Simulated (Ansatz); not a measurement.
Phonon-limited resistivity of Lu$_{3}$InN (Pm-3m) against temperature in μΩ·cm, PBEsol, DFPT electron-phonon coupling, linearised Boltzmann equation in Ansatz (a program for electronic structure), harmonic crystal at a fixed cell.

```csv
T,ρ
50 K,1.26
77 K,3.2
100 K,?
150 K,?
200 K,12.9
250 K,16.9
273 K,18.8
300 K,21
```

Q: Some entries are withheld; supply them.

A: 
- 100 K, ρ: 5.0
- 150 K, ρ: 8.8

A metal at this level (no band gap). Only scattering by harmonic phonons is included (no impurities, grain boundaries, electron-electron scattering or thermal expansion). Spin-orbit coupling is left out, which matters with elements this heavy. Halving the electron mesh (20x20x20) moves the resistivity by up to 2 %. Smearing 0.20 eV; phonons on a 3x3x3 q mesh, which this run doesn't test and which matters most at low temperature.

Formula and space group known from diffraction (Crystallography Open Database), not checked to be the room-temperature form: Lu3InN (Pm-3m).
